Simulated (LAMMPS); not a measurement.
LAMMPS 22 Jul 2025, classical MD, Vashishta (SiC.vashishta): SiC, 10648 atoms.

- task: MD, nve
- potential: Vashishta, SiC.vashishta
- copies of the repeat unit: 11×11×11
- shape (slab and sphere leave vacuum in the box): bulk
- neighbor skin: 2 Å
- neigh_modify: every 1 delay 0 check yes
- newton: on (default)
- atom_modify sort (bins of 2 Å where set): 1000 (default)
- comm_style: brick (default)
- box: 48.0 × 48.0 × 48.0 Å
- start: generated zinc blende lattice, warmed in an untimed run

All runs start from one configuration, warmed at this fixed volume for 1000 steps under a thermostat at 600 K. The run at the shortest step has a mean temperature of 596 K and a mean pressure of 3.4 GPa.

Each run covers about 2.0 ps at constant energy (mean temperature 596 K at the shortest step); σ is the standard deviation over the printed steps. Each setting ran once; only counts and results are compared.

Steps tried: 0.5 fs, 1 fs, 2 fs, 2.5 fs, 4 fs, 5 fs, 8 fs, 10 fs, 16 fs, 20 fs, 32 fs.

Question: What is the longest step at which the total energy fluctuates by under 5 % of the kinetic energy's fluctuation?

Answer: 2.5 fs. The run fails or blows up at 8 fs, 10 fs, 16 fs, 20 fs, 32 fs.

```
time step  σ(E total)/σ(E kinetic)  last minus first total energy (meV/atom)  mean temperature (K)
---------  -----------------------  ----------------------------------------  --------------------
0.5 fs                      0.0014                                   +0.0012                   596
1 fs                        0.0055                                   +0.0024                   595
2 fs                         0.021                                    +0.022                   591
2.5 fs                       0.034                                    +0.067                   588
4 fs                          0.11                                     +0.33                   576
5 fs                          0.43                                      +1.8                   566
8 fs             stops: Lost atoms                                         —                     —
10 fs            stops: Lost atoms                                         —                     —
16 fs            stops: Lost atoms                                         —                     —
20 fs            stops: Lost atoms                                         —                     —
32 fs            stops: Lost atoms                                         —                     —
```

The bar is a choice.
